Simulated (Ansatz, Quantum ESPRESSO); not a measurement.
Code comparison for LuNi4Sn (F-43m, 6 atoms in the cell)

Self-consistent single point.

```yaml
crystal:
  lattice:
    - [0.00000, 3.48219, 3.48219]
    - [3.48219, 0.00000, 3.48219]
    - [3.48219, 3.48219, 0.00000]
  atoms:
    - { symbol: Lu, position: [0.00000, 0.00000, 0.00000] }
    - { symbol: Ni, position: [0.62479, 0.62479, 0.62479] }
    - { symbol: Ni, position: [0.12563, 0.62479, 0.62479] }
    - { symbol: Ni, position: [0.62479, 0.62479, 0.12563] }
    - { symbol: Ni, position: [0.62479, 0.12563, 0.62479] }
    - { symbol: Sn, position: [0.25000, 0.25000, 0.25000] }
```

Shared settings, as Ansatz (a quantum-chemistry and plane-wave program) writes them: kpoints.mp_grid.grid = 6 6 6; scf.occupations.method = gaussian; scf.occupations.width = 0.136 eV. Potentials and cutoffs stand in the table.

```
code                                                           model  pressure (GPa)  largest force (eV/Å)   cutoff
----------------  --------------------------------------------------  --------------  --------------------  -------
Ansatz                               PBEsol, PAW files made with PBE           -4.43                 0.012  default
Quantum ESPRESSO  PBEsol, PSlibrary ultrasoft (PBE) pseudopotentials           -5.62                 0.002    55 Ry
```

On Ansatz's run: spin-orbit coupling is off. Spin polarisation is off.

The spread over the programs that give each value: pressure within 1.19 GPa; largest force within 0.010 eV/Å.

Ansatz's pressure is given at a fixed set of plane waves, as the other plane-wave codes print theirs; with its correction for the finite basis it is -4.36 GPa.

The starting cell comes from a database of computed structures (which also holds hypothetical and non-ambient phases and stackings), without a prior relaxation at this level. Its lattice was rescaled by a random factor within 2.5 % of one.

Left out of this page: Elk and FLEUR (not drawn, or without a comparable value).

Keys are those of Ansatz 0.2.
